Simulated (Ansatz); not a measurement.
Functionals compared on CH3 on the 1x1 (111) surface of fcc Ni, ferromagnetic, one in a 2x2 cell, started at the site 'bridge Ni-Ni (span 2.5 Å)', in Ansatz (plane waves, PAW). The structure was relaxed with PBE; the other rows are single points on it, each with its references at the same level. Cutoff 420 eV.

Set-up: 20 atoms, 6.0 Å thick at the start under the adsorbate (thin: gaps and levels are the slab's own); mesh 7x7x1; 0.1 eV smearing; dipole correction on; 8 atoms held, the rest relaxed; no symmetry held; spin-polarised, no spin-orbit, no U, no dispersion correction. At the end it is bonded to 3 Ni. In PBE it is, or lies within 0.03 eV of, the lowest of the starts that converged. These notes are the PBE run's. Adsorption energies are against CH4(g) − ½ H2(g). A negative adsorption energy means that the adsorbate is more stable on the surface than in its reference.

| functional | adsorption energy (eV) | work function of the top face (eV) | change of the work function (eV) | magnetic moment of the cell (μB) | rough cost of the single point |
|---|---|---|---|---|---|
| PBE | 0.59 | 3.68 | -1.40 | 9.93 | – |
| RPBE | … | … | … | 10.07 | very roughly 12 core-minutes |

### Question
Fill in the missing entries.

### Answer

- RPBE, adsorption energy (eV): 0.93
- RPBE, work function of the top face (eV): 3.57
- RPBE, change of the work function (eV): -1.33

Ansatz is a program for electronic structure.
